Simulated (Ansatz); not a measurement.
The reference is WC (space group P-6m2, No. 187).

```
CELL_PARAMETERS angstrom
      2.92185     0.00000     0.00000
     -1.46093     2.53040     0.00000
      0.00000     0.00000     2.84710
ATOMIC_POSITIONS crystal
  W  0.00000 0.00000 0.00000
  C  0.66667 0.33333 0.50000
```

All numbers come from PBE (Ansatz, a first-principles code), no spin-orbit coupling.

One change was made to it. Results:

The density decreases by 0.04 g/cm³ to 15.41 g/cm³; the shortest interatomic distance stays essentially unchanged (2.207 Å against 2.209 Å).

Problem. What was done to the base?
A. pressure 60 GPa
B. pressure −2 GPa
C. pressure 30 GPa
D. pressure −1 GPa

Solution. D, pressure −1 GPa. For comparison, the density in the other runs: pressure 30 GPa gives 16.54 g/cm³; pressure 60 GPa gives 17.44 g/cm³; pressure −2 GPa gives 15.37 g/cm³.

Load acts through the strain it causes; cell and atoms are relaxed under it. No phonon test of stability was made. No other phases were tried under pressure. The final runs are not spin-polarised.
